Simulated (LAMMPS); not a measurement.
LAMMPS 22 Jul 2025, classical MD, Tersoff (SiC.tersoff): SiC, 21952 atoms.

```text
units metal
atom_style atomic
read_data unit.data
replicate 14 14 14
pair_style tersoff
pair_coeff * * SiC.tersoff Si C
velocity all create 1600 4928 dist gaussian loop geom
fix 1 all nve
fix 2 all langevin 800 800 0.04 9876 zero yes
timestep 0.001
thermo 100
run 300
reset_timestep 0
write_restart start.rst
```

```text
read_restart start.rst
pair_style tersoff
pair_coeff * * SiC.tersoff Si C
neighbor 2.0 bin
neigh_modify every 1 delay 0 check yes
fix 1 all nve
timestep 0.001
thermo_style custom step temp pe etotal press
thermo_modify format float %.10g
thermo 100
group probe id 1:48
dump probe probe custom 1000000 forces.txt id fx fy fz
dump_modify probe sort id format float %.8g
run 1500
```

box: 61.0 × 61.0 × 61.0 Å.

start: generated zinc blende lattice, warmed in an untimed run.

Compared values: energy and forces of the first step, drift over the run.

Machine: one whole node, Arm Neoverse V2, 96 cores on 1 socket, no SMT, 1 L3 cache group.

Wall times, medians of two to five repeats, each run alone on the node (launch to exit). Processes are pinned to neighbouring cores unless said otherwise. The times hold for this build (PyPI wheel: MPICH, OPENMP and OPT packages). Scratch files lie in a memory file system. A preparatory run goes ahead and isn't timed.

Started as
```bash
# ahead of the timed run: OMP_NUM_THREADS=1 mpirun -np 48 lmp -in in.warm -log none -nocite
OMP_NUM_THREADS=1 mpirun -np 32 lmp -in in.lmp -log log.lammps -nocite
```
(32 ranks, suffix = none (plain styles) (default)) it takes 2.1 s and 0 neighbour list builds.

Q: How long does it take after this change: 44 ranks × 2 threads, suffix = omp?

A: About 1.00 s (3 runs within 32 %): 2.1× as fast, on 88 cores in place of 32, so 1.3× the core-time. The largest move is in pair forces (Pair): 1.8 s to 0.64 s. As resolved by the program: grid of ranks 2 by 4 by 4 against 11 by 2 by 2. Change in the result: energy equal as printed, forces on 48 atoms equal as printed, drift of the total energy under 0.001 meV an atom.
